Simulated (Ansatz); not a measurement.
## PbSe: response to strain

Take PbSe in the rock salt structure (space group Fm-3m, No. 225; a = 6.178 Å) as the base.

Strains are applied to the cell and any free atomic positions relax.

Level of theory: r2SCAN (Ansatz, a program for electronic structure; PAW; 500 eV plane waves; spin-orbit coupling left out).

```json
[
 {"isotropic strain (%)": "0", "band gap (eV)": "0.67"},
 {"isotropic strain (%)": "0.5", "band gap (eV)": "0.71"},
 {"isotropic strain (%)": "1", "band gap (eV)": "0.76"},
 {"isotropic strain (%)": "1.5", "band gap (eV)": "?"},
 {"isotropic strain (%)": "2", "band gap (eV)": "0.84"},
 {"isotropic strain (%)": "2.5", "band gap (eV)": "0.88"},
 {"isotropic strain (%)": "3", "band gap (eV)": "0.91"}
]
```

**Question.** Fit E_g = E₀ + Dε (ε in %) to the rows shown and predict the withheld row.

**Answer.** Least squares on the printed values gives E₀ = 0.67 eV, D = 81.4 meV per % of strain (largest residual 0.01 eV); this predicts 0.80 eV, and the run gives 0.80 eV, in agreement.

Spin-orbit coupling, missing from the scalar runs, can matter with Pb. Stability against distortions was not tested.
